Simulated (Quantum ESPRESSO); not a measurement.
**Several settings converged on BaTiO3 (P4mm, 5 atoms in the cell)**

```xyz
5
Lattice="4.0120 0.0000 0.0000 0.0000 4.0120 0.0000 0.0000 0.0000 4.0120" Properties=species:S:1:pos:R:3 pbc="T T T"
Ba     0.0000     0.0000     0.0500
Ti     2.0060     2.0060     2.0060
O      2.0060     0.0000     2.0060
O      0.0000     2.0060     2.0060
O      2.0060     2.0060     0.0000
```

Base method: PBE, PseudoDojo standard norm-conserving (PBE) pseudopotentials (plane waves; Quantum ESPRESSO).

Base settings: ecutwfc = 85 Ry; occupations = smearing; smearing = fermi-dirac; degauss = 0.000734986 Ry; potentials = {Ba: Ba.upf, Ti: Ti.upf, O: O.upf}; K_POINTS = automatic 2 2 2 0 0 0; conv_thr = 1e-10 Ry; mixing_beta = 0.3.

The count of work is k-points × plane waves × bands × iterations; it is no time. Core times come from one kind of shared machine, to one figure; runs under 30 s give none.

**The cutoff for other potential files**

Level: DFT, PBE, plane waves, SSSP 1.1.2 precision (PBE) pseudopotentials.

In this ladder: pseudopotentials = {Ba: Ba.pbe-spn-kjpaw_psl.1.0.0.UPF, Ti: ti_pbe_v1.4.uspp.F.UPF, O: O.pbe-n-kjpaw_psl.0.1.UPF}. Moved along: ecutrho.

The second cell is the first with its lattice scaled by 0.98.

The mesh stays at the base's, so the ladder's end is converged at best in this setting alone.

Only quantities that move along the ladder and can be compared are tabulated; the gap is left out on so coarse a mesh.

| ecutwfc | free energy less the last step's (meV/atom) | energy of the compressed cell less the first (meV/atom) | pressure (GPa) | count of work / last | core time / last (rough) |
|---|---|---|---|---|---|
| 29 Ry | 699.53 | -7.30 | -37.31 | 0.060 | – |
| 36 Ry | 99.89 | 51.20 | -4.36 | 0.082 | – |
| 46 Ry | 15.25 | 46.28 | 3.72 | 0.11 | – |
| 55 Ry | 13.19 | 46.20 | 3.80 | 0.17 | 0.2 |
| 65 Ry | 7.46 | 46.30 | 3.62 | 0.28 | 0.3 |
| 78 Ry | 2.37 | 46.17 | 3.81 | 0.39 | 0.4 |
| 98 Ry | 1.24 | 46.15 | 3.91 | 0.61 | 0.6 |
| 130 Ry | 0.00 | 46.15 | 3.92 | 1.0 | 1 |

Coarsest ecutwfc that holds the pressure within 0.1 GPa of the last step, with all finer ones: 98 Ry; the step before is off by 0.11 GPa.

Coarsest ecutwfc that holds the free energy within 5 meV/atom of the last step, with all finer ones: 78 Ry, at 0.39 of the last step's count of work and about 0.4 of the last step's time; the step before is off by 7.5 meV/atom.

Coarsest ecutwfc that holds the energy of the compressed cell less the first within 0.5 meV/atom of the last step, with all finer ones: 46 Ry, at 0.11 of the last step's count of work; the step before is off by 5.0 meV/atom.

At the lowest cutoff the pressure lies 41.2 GPa under the last step's, the usual sign of Pulay stress in an incomplete plane-wave basis.

**The density cutoff**

The second cell is the first with its lattice scaled by 0.98.

The mesh stays at the base's, so the ladder's end is converged at best in this setting alone.

Only quantities that move along the ladder and can be compared are tabulated; the gap is left out on so coarse a mesh.

| ecutrho | free energy less the last step's (meV/atom) | energy of the compressed cell less the first (meV/atom) | pressure (GPa) |
|---|---|---|---|
| 170 Ry | -44.99 | 47.43 | 6.68 |
| 255 Ry | -0.31 | 40.61 | 2.89 |
| 340 Ry | 0.02 | 40.61 | 2.85 |
| 425 Ry | 0.00 | 40.61 | 2.85 |
| 510 Ry | 0.00 | 40.61 | 2.85 |
| 680 Ry | 0.00 | 40.61 | 2.85 |
| 850 Ry | 0.00 | 40.61 | 2.85 |
| 1020 Ry | 0.00 | 40.61 | 2.85 |
| 1360 Ry | 0.00 | 40.61 | 2.85 |

Coarsest ecutrho that holds the free energy within 5 meV/atom of the last step, with all finer ones: 255 Ry; the step before is off by 45 meV/atom.

Coarsest ecutrho that holds the pressure within 1 GPa of the last step, with all finer ones: 255 Ry; the step before is off by 3.8 GPa.

Coarsest ecutrho that holds the energy of the compressed cell less the first within 1 meV/atom of the last step, with all finer ones: 255 Ry; the step before is off by 6.8 meV/atom.

On the base run: the starting cell has typed, rounded lattice constants, without a prior relaxation at this level. Its lattice was rescaled by up to half a per cent. One atom was moved a little off its site on purpose. The mesh is very coarse (it stands for a supercell whose shortest vector is 8 Å): a converged loop gives no converged values here.
